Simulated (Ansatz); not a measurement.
Cell and atoms of amorphous Zr₂₀O₄₁Zn:

```xyz
62
Lattice="9.3017 0.2298 0.1373 0.2298 9.2134 -0.1711 0.1373 -0.1711 9.3094" Properties=species:S:1:pos:R:3 pbc="T T T"
Zr     2.7701     6.9782     6.6792
Zr     0.9411     6.7462     0.2354
Zr     4.4563     7.2243     3.0572
Zr     1.4846     0.6355     7.9479
Zr     3.0406     1.4973     1.9130
Zr     6.1228     2.3578     8.7882
Zr     3.9986     4.8238     0.9321
Zr     7.7686     6.2984     4.5258
Zr     1.2004     4.7846     2.7955
Zr     8.9410     4.1448     8.5922
Zr     6.6573     0.5334     3.9544
Zr     5.5791     5.1964     6.8684
Zr     8.9967     2.8432     4.9229
Zr     8.6523     0.9338     1.4083
Zr     3.4463     0.7630     5.1385
Zr     5.6690     3.6018     3.4362
Zr     2.2008     3.7613     6.4340
Zr     4.6945     8.2673     9.0879
Zr     7.9146     8.4176     7.2649
Zr     0.8923     8.5078     4.3513
O      3.6253     2.4287     6.1645
O      0.8941     1.1272     5.8708
O      2.8760     7.6631     4.5870
O      1.7309     5.4498     7.7888
O      2.3849     6.2026     1.7013
O      6.9334     2.3918     4.7032
O      8.8742     1.0953     3.5632
O      6.7007     0.8802     2.0467
O      4.2428     1.3310     0.1449
O      2.6820     3.5059     1.8299
O      8.5171     6.2514     8.8565
O      4.0516     8.7253     1.7817
O      2.5060     7.8552     8.7366
O      6.1925     4.9310     4.9373
O      6.6692     7.0907     2.9890
O      1.4167     2.6818     8.0932
O      4.3785     5.1642     3.0999
O      6.9762     4.0044     7.8488
O      2.1264     0.6937     3.5912
O      3.5959     5.2166     5.9434
O      0.8663     7.8755     6.3808
O      3.4230     9.0995     6.8579
O      8.4789     4.4204     3.5990
O      5.6457     3.6097     1.4067
O      7.9637     2.6308     0.2405
O      9.1467     8.1493     1.6324
O      4.6868     6.8651     7.5444
O      1.3405     1.1579     0.8669
O      4.5348     1.9380     3.5691
O      5.0068     6.6019     0.9447
O      5.2357     8.7088     4.4453
O      1.5763     3.5206     4.3946
O      7.1819     6.6061     6.4714
O      0.3479     4.7474     0.9818
O      8.0893     8.5092     5.0063
O      6.6878     8.2155     8.9257
O      6.6745     0.9689     7.3969
O      9.2377     4.0552     6.5026
O      0.4768     6.4398     3.9053
O      9.2703     9.2392     8.5833
O      4.5489     3.9528     8.3765
Zn     7.1969     7.1054     1.0261
```

Calculation: PBE, scalar-relativistic without spin-orbit coupling (plane waves to 420 eV, PAW; Ansatz, a quantum-chemistry and plane-wave program).

It comes from a melt-quench run on a machine-learned potential (CHGNet), relaxed afterwards by DFT. O atoms were pushed apart under 1.9 Å during the dynamics, to hinder bonds among them. The hot cell started wider than the set density and was brought back towards it in steps. It is the lowest in DFT energy of 2 quenches. It is a model cell: composition and starting density were chosen by hand, and all elements were melted together. No dispersion term was used. Its density started from a set value of 5.30 and ended at 5.30 g/cm³. The simulated quench (nominally 300 K/ps over its main leg) is rapid and tends to freeze in more defects than a deposited or slowly cooled glass has. A cell of this size samples the disorder only roughly. The volume was held where the preparation left it and the shape relaxed, at a PBE pressure of 0.3 GPa.

Neighbours within Zr-Zr 3.41 Å, Zr-O 2.82 Å, Zr-Zn 3.05 Å, O-O 1.58 Å, O-Zn 2.26 Å, Zn-Zn 2.68 Å count as bonded. Two cations that share two anions don't count as bonded, nor two that share one unless they lie closer than Zr-Zr 3.32 Å, Zr-Zn 2.96 Å, Zn-Zn 2.61 Å.

Q: Give the coordination numbers, mean bond lengths and angles.

A: 
The mean coordination of Zr by anions comes out as 6.40 (1 with 5, 10 with 6, 9 with 7) and the mean coordination of O is 3.22 (4 with 2, 24 with 3, 13 with 4). The mean coordination of Zn by anions is 4.00 (1 with 4) and the mean Zr-O bond comes out as 2.170 Å (spread 0.160 Å, 128 counted). The mean O-Zn bond is 2.077 Å (spread 0.100 Å, 4 counted) and the bond angle at Zr is mean 102.0°, spread 29.2°. The bond angle at O is mean 112.2°, spread 17.6° and the bond angle at Zn is mean 105.6°, spread 27.4°.

Q: List the pairs of like atoms that count as bonded by the rules above.

A: There are none by these rules.
